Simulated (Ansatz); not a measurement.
Given:

```
CELL_PARAMETERS angstrom
      4.83380     0.00000     0.00000
      0.00000     4.83380     0.00000
      0.00000     0.00000     3.22663
ATOMIC_POSITIONS crystal
  Sn 0.00000 0.00000 0.00000
  Sn 0.50000 0.50000 0.50000
  O  0.30651 0.30651 0.00000
  O  0.80651 0.19349 0.50000
  O  0.19349 0.80651 0.50000
  O  0.69349 0.69349 0.00000
```

A single point on SnO2 with a change (uniaxial stress, 1 GPa compression along z), its geometry relaxed with PBE.

Calculations: PBE, PAW, 420 eV (Ansatz, a first-principles code; with spin-orbit coupling), earlier PAW set. k-mesh 7×7×10 (Γ-centred); smearing 0.05 eV (Fermi–Dirac).

Task: What band gap does the calculation give?

Result: 0.72 eV.

Task: Predict the width of the top valence band.

Result: 1.18 eV.

Single points use the geometry relaxed with PBE. Load acts through the strain it causes; cell and atoms are relaxed under it. Beyond what the load breaks, stability against distortions was not tested. The cell was made from SnO2 in the rutile structure (space group P4_2/mnm, No. 136) by this change: uniaxial stress, 1 GPa compression along z.
